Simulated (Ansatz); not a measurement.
**A computed series for Ru: response to strain**

The parent structure is Ru in the hcp (Mg type) structure (space group P6_3/mmc, No. 194; a = 2.722 Å, c = 4.294 Å; relaxed with 0.1 eV smearing).

Strains are applied to the cell and any free atomic positions relax.

Method: PBE (Ansatz, a quantum-chemistry and plane-wave program, PAW, spin-orbit coupling left out).

Notes on the quantities. pressure: mean of the normal stresses, compression positive; energy relative to the base: free energy F.

```tsv
change	pressure	shortest interatomic distance	energy relative to the base
base	0.0 GPa	2.661 Å	0 meV/atom
isotropic strain −3.00 %	35.5 GPa	2.581 Å	+122 meV/atom
isotropic strain −2.00 %	21.8 GPa	2.607 Å	+52 meV/atom
isotropic strain −1.00 %	10.1 GPa	2.634 Å	+13 meV/atom
isotropic strain −0.50 %	4.9 GPa	2.647 Å	+3.1 meV/atom
isotropic strain +0.50 %	-4.5 GPa	2.674 Å	+3.0 meV/atom
isotropic strain +1.00 %	-8.6 GPa	2.687 Å	+12 meV/atom
isotropic strain +1.50 %	-12.5 GPa	2.701 Å	+26 meV/atom
isotropic strain +2.00 %	-16.0 GPa	2.714 Å	+45 meV/atom
isotropic strain +3.00 %	-22.2 GPa	2.740 Å	+97 meV/atom
```

No phonon test of stability was made. All final runs are without spin polarisation.
